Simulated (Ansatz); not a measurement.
**C: pressure series**

Base system: C in the graphite type structure (space group P6_3/mmc, No. 194; a = 2.4650 Å, c = 6.7289 Å; layered, stacked along the Cartesian z axis).

Cell and atoms are relaxed at each pressure.

Level of theory: PBE-D3(BJ) (Ansatz, an electronic-structure program, PAW, spin-orbit coupling left out), earlier PAW set.

```csv
pressure (GPa),volume per atom (Å³/atom)
-1,9.209
0,8.852
0.3,8.777
0.7,8.683
1.5,8.525
3,?
5,8.060
7.5,7.833
10,7.650
```

### Question
Fit the third-order Birch–Murnaghan form P(V) = (3B₀/2)[(V₀/V)^(7/3) − (V₀/V)^(5/3)]·[1 + (3/4)(B₀′ − 4)((V₀/V)^(2/3) − 1)] (squares taken in P) to the rows shown and predict the withheld row.

### Answer
Least squares on the printed values gives V₀ = 8.853 Å³/atom, B₀ = 32.2 GPa, B₀′ = 11.6; this predicts 8.295 Å³/atom, and the run gives 8.292 Å³/atom, 0.003 lower.

Measured bulk modulus of C: 33.8 GPa (room temperature; as listed in Wengen Ouyang et al., Journal of Chemical Theory and Computation (2019)); the computed value is for a static lattice, so the two differ by thermal effects too.

A case with no gap was solved on a k-mesh chosen for an insulator, which is coarse for it. Load acts through the strain it causes; cell and atoms are relaxed under it. Stability against distortions was not tested. No other phases were tried under pressure.
